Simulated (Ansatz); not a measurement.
**Quick settings and what they miss: Rb2TlSbI6 (Fm-3m, 10 atoms in the cell)**

Self-consistent single point.

```
Rb2TlSbI6
1.0
    0.00000     6.34490     6.34490
    6.34490     0.00000     6.34490
    6.34490     6.34490     0.00000
Rb Tl Sb I
2 1 1 6
Cartesian
  9.51735   9.51735   9.51735
  3.17245   3.17245   3.17245
  6.34490   6.34490   6.34490
  0.00000   0.00000   0.00000
  3.03502   6.34490   6.34490
  9.65478   6.34490   6.34490
  6.34490   3.03502   6.34490
  6.34490   9.65478   6.34490
  6.34490   6.34490   3.03502
  6.34490   6.34490   9.65478
```

Method of the run: PBEsol, default PAW files made with PBE (plane waves; Ansatz, a program for electronic structure).

Base settings: basis.ecutwfc = 30.9 Ry; kpoints.mp_grid.grid = 3 3 3; hamiltonian.xc = pbesol; hamiltonian.pseudopotentials = {kind: paw} (the program's default PAW files); scf.occupations.method = gaussian; scf.occupations.width = 0.0015 Ry.

Tight run (finer mesh or higher cutoff; not a proven limit): basis.ecutwfc: 30.9 Ry → 43.4 Ry; kpoints.mp_grid.grid: 3 3 3 → 5 5 5; scf.convergence.dr2_threshold: default (1e-07 eV) → 1e-09 eV. It gave top of the valence band (on the code's own zero) 3.65 eV; gap on the k-point mesh 0.87 eV; pressure -1.04 GPa; largest force (vector length) 0.081 eV/Å.

Quick runs, as changes from the base:
- A: the base itself
- B: basis.ecutwfc: 30.9 Ry → 15.4 Ry; kpoints.mp_grid.grid: 3 3 3 → 2 2 2; hamiltonian.xc: pbesol → lda; scf.occupations.method: gaussian → cold; scf.occupations.width: 0.0015 Ry → 0.0147 Ry; width narrowed by the program to 0.1240 eV [LDA (PW92)]

Gaps are read on each run's own mesh, which may miss the band edges.

† marks runs with another functional, U, potentials or spin treatment: their distance from the tight run is not a convergence error alone.

The count of work is k-points × plane waves × bands × iterations; it is no time. 

Pressures in the table are Ansatz's without its Pulay estimate, at a fixed set of plane waves; the tight run's value above holds the estimate.

The starting cell comes from a database of computed structures (which also holds hypothetical and non-ambient phases and stackings), without a prior relaxation at this level. Its lattice was rescaled by a random factor within 2.5 % of one. Spin-orbit coupling is off.

| run | pressure less tight (GPa) | largest miss in a force vector (eV/Å) | gap on the mesh less tight (eV) | count of work / tight |
|---|---|---|---|---|
| A | 0.02 | 0.011 | -0.002 | 0.21 |
| B† | -89.03 | 0.098 | 0.114 | 0.071 |

Left out of this page: 3 runs of the series outside the window shown, repeating another row's setting, or not comparable; 1 run of the series with a known weakness of the program.

Keys are those of Ansatz 0.2.
